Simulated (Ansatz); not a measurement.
Si vacancy + Si vacancy + Eu interstitial in silicon: one set of geometries, relaxed with PBE, evaluated in Ansatz (PAW, plane waves to 420 eV, 500 eV under r2SCAN) with PBE, r2SCAN.

Details: 64-site cell; 2×2×2 shifted k-points; start: the Si site; Si 2.37 Å away; midway between the emptied sites; no Hubbard U; not converged in cell size; relaxed from one start, so a lower configuration may exist.

```csv
quantity,PBE,r2SCAN
host gap (eV),0.61,0.79
"neutral formation energy against bcc Eu, ferromagnetic, silicon (eV)",2.66,2.92
largest moment on one atom at charge 0 (μB),6.61,6.66
```

PBE narrows the gap by 0.18 eV against r2SCAN, the highest level run.

Ansatz is an electronic-structure program.
